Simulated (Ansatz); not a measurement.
Data:

```xyz
2
Lattice="4.0805 0.0000 0.0000 -2.0402 3.5338 0.0000 0.0000 0.0000 17.4065" Properties=species:S:1:pos:R:3 pbc="T T T"
Sb     2.0402     1.1779     9.5279
Sb     0.0000     2.3559     7.8786
```

All values below come from PBE with spin-orbit coupling, rigid bands (plane waves, PAW; Ansatz, a quantum-chemistry and plane-wave program). Condition of this run: biaxial strain -1 % with spin-orbit coupling. Geometry: cell and atoms relaxed with PBE, then loaded as said.

What conductivity effective mass do dilute holes have at 300 K?

0.126 mₑ.

What conductivity effective mass do dilute electrons have at 300 K?

0.23 mₑ.

And the band gap?

0.91 eV at this level; semilocal functionals usually fall short of the measured gap.

Rigid bands, one relaxation time for all states, no polarons.
